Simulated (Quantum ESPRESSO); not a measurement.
Quick settings and what they miss: LiYMg₆ (Amm2, 8 atoms in the cell)

Self-consistent single point.

```xyz
8
Lattice="5.1550 0.0000 0.0000 0.0000 3.3049 5.7372 0.0000 -3.3049 5.7372" Properties=species:S:1:pos:R:3 pbc="T T T"
Li     2.5775     0.0000     7.6078
Y      2.5775     0.0000     1.9058
Mg     2.5775     1.6017     4.8175
Mg     2.5775    -1.6017     4.8175
Mg     0.0000     1.6004     6.6757
Mg     0.0000    -1.6004     6.6757
Mg     0.0000     0.0000     3.8560
Mg     0.0000     0.0000     9.5415
```

Method: PBEsol, SSSP 1.1.2 efficiency (PBE) pseudopotentials (plane waves; Quantum ESPRESSO 7.5).

Base settings: ecutwfc = 40 Ry; ecutrho = 320 Ry; occupations = smearing; smearing = marzari-vanderbilt; degauss = 0.0073499 Ry; input_dft = pbesol; potentials = {Li: li_pbe_v1.4.uspp.F.UPF, Y: Y_pbe_v1.uspp.F.UPF, Mg: Mg.pbe-n-kjpaw_psl.0.3.0.UPF}; K_POINTS = automatic 5 4 4 1 1 1; conv_thr = 1e-10 Ry.

Tight run (finer mesh or higher cutoff; not a proven limit): ecutwfc: 40 Ry → 56 Ry; ecutrho: 320 Ry → 448 Ry; conv_thr: 1e-10 Ry → 7.3e-11 Ry; K_POINTS: automatic 5 4 4 1 1 1 → automatic 7 6 6 1 1 1. It gave Fermi level (on the code's own zero) 4.05 eV; pressure -1.14 GPa; largest force (vector length) 0.066 eV/Å.

Quick runs, as changes from the base:
- A: the base itself
- B: ecutwfc: 40 Ry → 28 Ry; ecutrho: 320 Ry → 224 Ry; smearing: marzari-vanderbilt → gaussian; degauss: 0.0073499 Ry → 0.019992 Ry; K_POINTS: automatic 5 4 4 1 1 1 → automatic 4 4 4 1 1 1
- C: ecutwfc: 40 Ry → 24 Ry; ecutrho: 320 Ry → 192 Ry; smearing: marzari-vanderbilt → gaussian; degauss: 0.0073499 Ry → 0.019992 Ry; K_POINTS: automatic 5 4 4 1 1 1 → automatic 3 3 3 1 1 1
- D: ecutwfc: 40 Ry → 32 Ry; ecutrho: 320 Ry → 256 Ry; conv_thr: 1e-10 Ry → 7.3e-06 Ry; K_POINTS: automatic 5 4 4 1 1 1 → automatic 2 2 2 1 1 1
- E: ecutwfc: 40 Ry → 20 Ry; ecutrho: 320 Ry → 160 Ry; conv_thr: 1e-10 Ry → 7.3e-05 Ry; K_POINTS: automatic 5 4 4 1 1 1 → automatic 4 4 4 1 1 1

Energies are extrapolated to zero smearing width, which holds to low order in the width alone (under cold and Methfessel-Paxton smearing the free energy itself is taken).

Dashes: time of C, D, E, under 30 s; pressure of D, E, not trusted under this conv_thr with d or f elements.

The count of work is k-points × plane waves × bands × iterations; it is no time. Core times come from one kind of shared machine and are given to one figure; runs under 30 s give none.

The starting cell comes from a database of computed structures (which also holds hypothetical and non-ambient phases and stackings), without a prior relaxation at this level. Its lattice was rescaled by a random factor within 2.5 % of one.

```
run  energy less tight (meV/atom)  pressure less tight (GPa)  largest miss in a force vector (eV/Å)  count of work / tight  core time / tight (rough)
---  ----------------------------  -------------------------  -------------------------------------  ---------------------  -------------------------
A                            -2.5                       0.02                                  0.037                   0.23                        0.3
B                             2.8                      -0.21                                  0.032                  0.089                        0.2
C                            14.1                      -0.78                                  0.037                  0.044                          –
D                           -24.7                          –                                  0.255                 0.0097                          –
E                            87.8                          –                                  0.021                  0.025                          –
```

Among the runs at the tight run's level, the energy misses run from 2.5 to 87.8 meV/atom.

Left out of this page: 1 run of the series outside the window shown, repeating another row's setting, or not comparable.
